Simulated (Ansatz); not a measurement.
## GaN under a change: holes 5.0×10^20 cm⁻³

The reference is GaN in the zinc blende structure (space group F-43m, No. 216; a = 4.498 Å).

Modification: 0.0114 holes added to each cell, a density of 5.0×10^20 cm⁻³, with a uniform compensating background at fixed cell and a 300 K Fermi–Dirac width.

All numbers come from plane-wave PAW DFT at the PBEsol level (Ansatz, an electronic-structure program, 420 eV), without spin-orbit coupling. Γ-centred 29×29×29 mesh, Fermi–Dirac width 0.0259 eV.

```tsv
quantity	base	changed	shift
gap between the host's bands	1.70 eV	1.71 eV	+0.01 eV
gap character	direct at Γ	direct at Γ	–
Fermi level relative to the doped band's edge (positive inside the band; to 0.05 eV)	–	+0.05 eV	–
```

Final structure:

```xyz
2
Lattice="0.0000 2.2490 2.2490 2.2490 0.0000 2.2490 2.2490 2.2490 0.0000" Properties=species:S:1:pos:R:3 pbc="T T T"
N      3.3736     3.3736     3.3736
Ga     0.0000     0.0000     0.0000
```
Cell charge +0.011376.

Charged cell with a jellium background: band edges are those of the host's band count, energies are not comparable with the neutral cell, and many-body gap narrowing is missing. Whether these cells are dynamically stable was not tested. This is not the structure that GaN has at room temperature and ambient pressure.
